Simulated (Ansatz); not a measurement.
Cubic perovskite CsCdF3, treated with PBEsol+SOC in Ansatz (PAW).

Settings: plane-wave cutoff 520 eV, 8×8×8 k mesh, Fermi–Dirac smearing 0.01 eV, PAW data made under PBE.

A third-order Birch–Murnaghan fit to the energies gives V0 = 17.758 Å³/atom, B0 = 62.5 GPa, B′ = 5.0.

| V (Å³/atom) | P (GPa) |
|---|---|
| 16.693 | 4.52 |
| 17.048 | … |
| 17.404 | … |
| 17.759 | 0.00 |
| 18.114 | … |
| 18.469 | -2.22 |
| 18.824 | … |

### Question
Estimate the withheld pressures from this fit; the answers are the runs' own values.

### Answer

- 17.048, P (GPa): 2.82
- 17.404, P (GPa): 1.33
- 18.114, P (GPa): -1.18
- 18.824, P (GPa): -3.15

The formula P = (3/2) B0 (x^(7/3) − x^(5/3)) [1 + (3/4)(B′ − 4)(x^(2/3) − 1)] with x = V0/V meets the computed pressures within 0.01 GPa when these rounded values are put in.

Note: the relaxation could not lower the start's symmetry, so the cell can be a saddle point above a distorted one.

Ansatz is a quantum-chemistry and plane-wave program.
